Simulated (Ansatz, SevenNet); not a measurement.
SnGe (model structure, started from the NiAs type, P6₃/mmc, No. 194, 4 atoms in the cell): properties by level of theory

```csv
level (code),lattice constant a (Å),c axis length (Å),bulk modulus (GPa)
SevenNet-0,4.080,___,42.0
PBE (Ansatz),4.016,7.126,___
PBEsol (Ansatz),3.919,7.082,58.5
```

Q: Some entries are withheld; supply them.

A: 
- SevenNet-0, c axis length (Å): 7.057
- PBE (Ansatz, a quantum-chemistry and plane-wave program), bulk modulus (GPa): 49.6

Caveats: the bulk modulus is −V dP/dV from two relaxed cells at ±2 % in volume (PBE, PBEsol). Ansatz's density-functional and Hartree–Fock values are scalar-relativistic unless marked +SOC, with PAW data made under PBE.

Static lattice: no zero-point or thermal effects.

A model structure was made by putting elements into a prototype or built by hand; it is no filed structure, need not be a known phase, and can be a saddle point held by its symmetry.
